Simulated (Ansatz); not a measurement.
The reference is Ge (space group P4_32_12, No. 96).

```yaml
crystal:
  lattice:
    - [5.92896, 0.00000, 0.00000]
    - [0.00000, 5.92896, 0.00000]
    - [0.00000, 0.00000, 6.95422]
  atoms:
    - { symbol: Ge, position: [0.08837, 0.08837, 0.00000] }
    - { symbol: Ge, position: [0.41163, 0.58837, 0.75000] }
    - { symbol: Ge, position: [0.91163, 0.91163, 0.50000] }
    - { symbol: Ge, position: [0.58837, 0.41163, 0.25000] }
    - { symbol: Ge, position: [0.17187, 0.36905, 0.25768] }
    - { symbol: Ge, position: [0.13095, 0.67187, 0.00768] }
    - { symbol: Ge, position: [0.82813, 0.63095, 0.75768] }
    - { symbol: Ge, position: [0.86905, 0.32813, 0.50768] }
    - { symbol: Ge, position: [0.67187, 0.13095, 0.99232] }
    - { symbol: Ge, position: [0.63095, 0.82813, 0.24232] }
    - { symbol: Ge, position: [0.32813, 0.86905, 0.49232] }
    - { symbol: Ge, position: [0.36905, 0.17187, 0.74232] }
```

All numbers come from DFT with PBEsol, PAW potentials and a 420 eV plane-wave cutoff in Ansatz (an electronic-structure program), spin-orbit coupling left out.

Base values:

* **Pressure**: 0.00 GPa

Perturbation: an isotropic linear strain of +0.80 %, atoms relaxed at fixed cell.

Problem. What happens to the energy relative to the base?

Solution. The energy rises by 2.2 meV/atom.

Problem. How does this affect the pressure?

Solution. The pressure (mean of the normal stresses, compression positive) goes from zero to -1.39 GPa.

Problem. How does this affect the largest internal atomic displacement?

Solution. The largest internal atomic displacement comes out as 0.025 Å.

Stability against distortions was not tested. This is not the structure that Ge has at room temperature and ambient pressure.
